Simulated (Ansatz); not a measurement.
## Hypothetical P6_3/mmc PtSe2, pressure series

Start from PtSe$_{2}$ in the 2H-MoS2 type structure (space group P6_3/mmc, No. 194; a = 3.591 Å, c = 11.248 Å; a hypothetical phase, not in the database extracts checked; layered, stacked along the Cartesian z axis).

Cell and atoms are relaxed at each pressure.

All numbers come from Ansatz (an electronic-structure program), r2SCAN+rVV10, PAW, cutoff 500 eV, no spin-orbit coupling, earlier PAW set.

Two rows of this table had their results exchanged by mistake.

```
pressure          volume per atom (Å³)  shortest distance (Å)  band gap
----------------  --------------------  ---------------------  --------
pressure −2 GPa                  22.33                  2.560      zero
pressure −1 GPa                  21.47                  2.557      zero
pressure 1.8 GPa                 17.22                  2.506      zero
pressure 4.2 GPa                 19.55                  2.539      zero
pressure 9 GPa                   18.53                  2.526      zero
pressure 18 GPa                  20.22                  2.547      zero
pressure 30 GPa                  16.12                  2.481      zero
pressure 45 GPa                  15.14                  2.454      zero
pressure 60 GPa                  14.41                  2.433      zero
```

Task: Which two?

Result: The rows for pressure 1.8 GPa and pressure 18 GPa: the volume has to fall steadily with pressure, so 20.22 Å³ belongs to pressure 1.8 GPa and 17.22 Å³ to pressure 18 GPa.

Load acts through the strain it causes; cell and atoms are relaxed under it. No phonon test of stability was made. Competing high-pressure phases were not computed. The final runs are not spin-polarised. PtSe2 has a high density of states at the Fermi level and may be magnetic at this level.
